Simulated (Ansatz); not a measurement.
Input and output of a self-consistent single point for ScZn3 (P3m1, 8 atoms in the cell) (Ansatz, a program for electronic structure).

Computed with PBEsol, default PAW files made with PBE (plane waves; Ansatz).

```xyz
8
Lattice="5.8362 0.0000 0.0000 -2.9181 5.0543 0.0000 0.0000 0.0000 4.3114" Properties=species:S:1:pos:R:3 pbc="T T T"
Sc     0.0000     3.3695     3.2836
Sc     2.9181     1.6848     1.0779
Zn     2.9181     3.4638     3.2336
Zn     0.0000     1.5904     1.0779
Zn    -1.5407     4.2591     1.0779
Zn     4.4588     0.7952     3.2336
Zn     1.3774     0.7952     3.2336
Zn     1.5407     4.2591     1.0779
```

Reference input (self-consistent single point, DFT, PBEsol, plane waves, default PAW files made with PBE): basis.ecutwfc = 420 eV; kpoints.mp_grid.grid = 5 5 6; hamiltonian.xc = pbesol; hamiltonian.pseudopotentials = {kind: paw} (the program's default PAW files); scf.occupations.method = fermi_dirac; scf.occupations.width = 0.1 eV. This run's input differs from it in these lines:

Ansatz 0.2 input:
```diff
@@ -17,3 +17,3 @@
 kpoints:
-  mp_grid: { grid: [5, 5, 6] }
+  mp_grid: { grid: [8, 8, 10] }
 hamiltonian:
@@ -22,3 +22,3 @@
 scf:
-  occupations: { method: fermi_dirac, width: 0.1 }
+  occupations: { method: methfessel_paxton, width: 0.3 }
 output:
```

The program printed (abridged):

```
SCF iter   1: F=—  HF=-23910.739357 eV  |F-HF|=—  |Δ(HF+E_count)|=         —  Δρ=6.02e-3  dr2=4.39e-2  ethr=1.77e-3  ⟨swp⟩=5.5  Hψ=17863  notcnv=0
all-band conjugate gradients solve this SCF's bands
preconditioner: auto → Kerker (q_TF=auto, 2.594 Å⁻¹)
SCF iter   2: F=—  HF=-23910.728483 eV  |F-HF|=—  |Δ(HF+E_count)|=   1.09e-2  S|Δr|=    0.00e0  Δρ=2.54e-3  dr2=1.24e-2  ethr=4.67e-5  ⟨swp⟩=2.7  Hψ=9787  notcnv=0
   [... lines left out ...]
SCF iter   5: F=—  HF=-23910.724967 eV  |F-HF|=—  |Δ(HF+E_count)|=   1.56e-5  S|Δr|=    0.00e0  Δρ=7.08e-5  dr2=9.70e-6  ethr=1.62e-7  ⟨swp⟩=3.0  Hψ=8784  notcnv=0
SCF iter   6: F=—  HF=-23910.724970 eV  |F-HF|=—  |Δ(HF+E_count)|=   2.75e-6  S|Δr|=    0.00e0  Δρ=1.35e-5  dr2=5.46e-7  ethr=1.03e-8  ⟨swp⟩=2.0  Hψ=5161  notcnv=0
SCF iter   7: F=-23910.724970 eV  HF=-23910.724970 eV  |F-HF|=5.03e-8  |Δ(HF+E_count)|=   6.97e-8  S|Δr|=    0.00e0  Δρ=6.16e-6  dr2=5.28e-8  ethr=1.06e-10  ⟨swp⟩=8.8  Hψ=19881  notcnv=0
SCF 1 converged in 7 iterations: F = -23910.724970 eV  dr2 = 5.28e-8
Stability not checked (fill_not_monotonic)
Free energy (F): -23910.724970 eV
Internal energy: -23910.725722 eV  (E = F + TS)
E sigma→0 (E₀):  -23910.725158 eV
Entropy (-TS):   0.000752 eV (0.094 meV/atom)
Fermi energy:    11.337811 eV
--- Forces (eV/Å), atoms counted from 1 ---
  atom   1  Sc     0.00000000    -0.00000000    -0.41235798
  atom   2  Sc    -0.00000000     0.00000000    -0.01445823
  atom   3  Zn    -0.00000000    -0.03864809     0.01922816
  atom   4  Zn     0.00000000     0.03126633     0.12304356
   [... lines left out ...]
  atom   8  Zn    -0.02707743    -0.01563316     0.12304356
--- Stress (GPa, compression-positive) ---
       -0.987058       0.000000       0.000000
        0.000000      -0.987058       0.000000
        0.000000       0.000000      -0.813014
  P = ⅓ Tr σ = -0.9290 GPa (-9.290 kbar)
  The stress holds the Pulay correction. Without it, at fixed plane waves, as pw.x and ABINIT print it: P = -0.9950 GPa
```

The run converged in 7 iterations. Against the reference run the free energy goes up by 6.5 meV/atom, the pressure moves little (-0.84 to -0.93 GPa) and the largest force hardly changes (0.413 to 0.412 eV/Å).

The starting cell comes from a database of computed structures (which also holds hypothetical and non-ambient phases and stackings), without a prior relaxation at this level. Its lattice was rescaled by up to half a per cent. One atom was moved a little off its site on purpose. Ansatz's pressure includes its estimate of the finite-basis (Pulay) stress.

Cost on one core of a shared machine: roughly 60 s.
